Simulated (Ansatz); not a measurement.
## Ansatz run on Ti2CS (P6_3/mmc, 8 atoms in the cell): self-consistent single point

Method of the run: LDA (PW92), default PAW files made with PBE (plane waves; Ansatz, a program for electronic structure).

Input:

Ansatz 0.2 input:
```yaml
crystal:
  lattice:
    - [3.210000, 0.000000, 0.000000]
    - [-1.605000, 2.779942, 0.000000]
    - [0.000000, 0.000000, 11.200000]
  atoms:
    - { symbol: Ti, position: [0.333333, 0.666667, 0.099000] }
    - { symbol: Ti, position: [0.666667, 0.333333, 0.599000] }
    - { symbol: Ti, position: [0.333333, 0.666667, 0.401000] }
    - { symbol: Ti, position: [0.666667, 0.333333, 0.901000] }
    - { symbol: C, position: [0.000000, 0.000000, 0.000000] }
    - { symbol: C, position: [0.000000, 0.000000, 0.500000] }
    - { symbol: S, position: [0.666667, 0.333333, 0.250000] }
    - { symbol: S, position: [0.333333, 0.666667, 0.750000] }
basis:
  ecutwfc: 30.9 Ry
kpoints:
  mp_grid:
    grid: [10, 10, 3]
hamiltonian:
  xc: lda
  pseudopotentials:
    kind: paw
scf:
  occupations:
    method: gaussian
    width: 0.0073 Ry
output:
  forces: true
  eigenvalues: true
  stress: true
```

The program printed (abridged):

```
WARN the atoms were moved onto the symmetric positions of the space group found under crystal.symmetry.tolerance 1.0e-5 (fractional …
WARN ansatz: RAYON_NUM_THREADS=1 ignored (pool sized by the plan → 1); use --threads N
Pseudopotentials: kind: paw
Pseudopotential: Ti, paw, valence charge 12
Pseudopotential: C, paw, valence charge 4
Pseudopotential: S, paw, valence charge 6
Crystal: 8 atoms, lattice volume = 99.944 Å³
Basis set: ecut = 420.4159175005146 eV, 1993 PW (Γ)
Bands: 42, of which v1, the nominal top of the filled ones, is band 34 counted from 1 (33 counted from 0)
Symmetry: 24 space group operations
Space group: P63/mmc (ITA 194), of the structure as read, at distance tolerance 4.6e-5 Å
k-points: 28 of 300
PAW frozen core: Ti, regenerated for the run's functional, and the local potential with it
PAW frozen core: C, regenerated for the run's functional, and the local potential with it
PAW frozen core: S, regenerated for the run's functional, and the local potential with it
Initial density: superposition of atomic densities (neutral atoms: chi_scale 0, normalization atom), corrected by the library's trained network
Initial wavefunctions: pseudopotential atomic-orbital guess
Eigensolver: davidson
Functional: x = slater, c = lda
SCF iter   1: F=—  HF=-12037.583720 eV  |F-HF|=—  |Δ(HF+E_count)|=         —  Δρ=7.36e-3  dr2=6.11e-2  ethr=1.77e-3  ⟨swp⟩=5.2  Hψ=4552  notcnv=0
all-band conjugate gradients solve this SCF's bands
preconditioner: auto → Kerker (q_TF=auto, 2.559 Å⁻¹)
SCF iter   2: F=—  HF=-12037.571751 eV  |F-HF|=—  |Δ(HF+E_count)|=   1.20e-2  Δρ=3.87e-3  dr2=1.20e-2  ethr=8.98e-5  ⟨swp⟩=2.0  Hψ=1506  notcnv=0
SCF iter   3: F=—  HF=-12037.569088 eV  |F-HF|=—  |Δ(HF+E_count)|=   2.66e-3  Δρ=9.56e-4  dr2=9.96e-4  ethr=1.77e-5  ⟨swp⟩=2.7  Hψ=1892  notcnv=0
SCF iter   4: F=—  HF=-12037.568887 eV  |F-HF|=—  |Δ(HF+E_count)|=   2.01e-4  Δρ=1.79e-4  dr2=4.20e-5  ethr=1.46e-6  ⟨swp⟩=2.0  Hψ=1505  notcnv=0
SCF iter   5: F=—  HF=-12037.568877 eV  |F-HF|=—  |Δ(HF+E_count)|=   1.00e-5  Δρ=5.45e-5  dr2=6.35e-6  ethr=6.18e-8  ⟨swp⟩=2.0  Hψ=1543  notcnv=0
SCF iter   6: F=—  HF=-12037.568876 eV  |F-HF|=—  |Δ(HF+E_count)|=   1.40e-6  Δρ=1.55e-5  dr2=4.85e-7  ethr=9.35e-9  ⟨swp⟩=2.0  Hψ=1523  notcnv=0
SCF iter   7: F=-12037.568875 eV  HF=-12037.568875 eV  |F-HF|=2.49e-8  |Δ(HF+E_count)|=   9.79e-8  Δρ=3.99e-6  dr2=3.02e-8  ethr=1.47e-10  ⟨swp⟩=8.6  Hψ=4462  notcnv=0
SCF 1 converged in 7 iterations: F = -12037.568875 eV  dr2 = 3.02e-8
SCF converged after 7 iterations
Free energy (F): -12037.568875 eV
Harris-Foulkes:  -12037.568875 eV  (|F-HF|=2.49e-8)
Internal energy: -12037.561737 eV  (E = F + TS)
E sigma→0 (E₀):  -12037.565306 eV
Entropy (-TS):   -0.007138 eV (-0.892 meV/atom)
Fermi energy:    14.004429 eV
--- Per-component energies (eV) ---
  E_band       = -494.173811
  E_kinetic    = 1490.857362
  E_local      = -3651.890062  (includes V_loc(G=0)·N_el)
  E_nonlocal   = 155.519577
  E_hartree    = 1505.825502
  E_xc         = -683.283224
  E_vxc        = -792.104626  (∫ρ·V_xc dr)
  E_paw        = -5314.073732  (= ΣΔE_a)
  E_vpaw       = -708.205590  (= ΣTr[D̂ρ^β])
  E_aug_tail   = 0.000453  (compensation charges beyond the density's cutoff)
  E_ewald      = -5542.253473
  E_core_change = 1.735861  (= ΣΔE_core)
  E_smearing   = -0.007138  (= −TS)
  E_closure    = -0.000000  (closes the sum)
  Σ components = -12037.568875   (vs F -12037.568875, Δ=0.00e0)
--- Forces (eV/Å), atoms counted from 1 ---
  atom   1  Ti    -0.00000000     0.00000000    -0.02367601
  atom   2  Ti     0.00000000    -0.00000000    -0.02367601
  atom   3  Ti    -0.00000000     0.00000000     0.02367601
  atom   4  Ti    -0.00000000    -0.00000000     0.02367601
  atom   5  C      0.00000000    -0.00000000     0.00000000
  atom   6  C      0.00000000    -0.00000000    -0.00000000
  atom   7  S     -0.00000000    -0.00000000    -0.00000000
  atom   8  S     -0.00000000     0.00000000     0.00000000
  max |Σ_I F_I| component: 9.25e-17 eV/Å
--- Stress (GPa, compression-positive) ---
      -10.905233       0.000000      -0.000000
        0.000000     -10.905233      -0.000000
       -0.000000      -0.000000      -9.641227
  P = ⅓ Tr σ = -10.4839 GPa (-104.839 kbar)
  The stress holds the Pulay correction. Without it, at fixed plane waves, as pw.x and ABINIT print it: P = -10.6430 GPa
--- Band table (eV; the first three rows and the last of 28) ---
  k-point 0: bands = ["-42.5993", "-42.5952", "-42.5264", "-42.5222", "-19.4330", "-19.3688", "-19.0871", "-19.0538", "-19.0538", "-19.0489", "-19.0489", "-19.0190", "-18.9912", "-18.9912", "-18.9862", "-18.9862", "-1.1815", "-0.9887", "2.6269", [...]
  k-point 1: bands = ["-42.5983", "-42.5963", "-42.5253", "-42.5232", "-19.4191", "-19.3874", "-19.0675", "-19.0526", "-19.0526", "-19.0502", "-19.0502", "-19.0339", "-18.9898", "-18.9898", "-18.9874", "-18.9874", "-1.1365", "-1.0403", "2.7904", [...]
  k-point 2: bands = ["-42.5950", "-42.5909", "-42.5252", "-42.5210", "-19.4237", "-19.3619", "-19.1218", "-19.0906", "-19.0636", "-19.0587", "-19.0473", "-19.0116", "-19.0094", "-19.0014", "-18.9924", "-18.9874", "-1.0498", "-0.8771", "2.7617", [...]
  k-point 27: bands = ["-42.5346", "-42.5328", "-42.5247", "-42.5230", "-19.3298", "-19.3194", "-19.3054", "-19.2938", "-19.2662", "-19.2595", "-19.1127", "-19.1080", "-19.0769", "-19.0678", "-19.0490", "-19.0387", "0.6856", "0.6858", "4.1502", [...]
```

The run converged in 7 iterations.

The starting cell comes from a database of published, mostly measured structures (it also holds non-ambient and calculated ones), without a prior relaxation at this level. Spin polarisation is off, so a magnetic state, if there is one, cannot be reached. With a pressure of about -10 GPa the cell is away from its equilibrium volume at this level. Ansatz's pressure includes its estimate of the finite-basis (Pulay) stress.
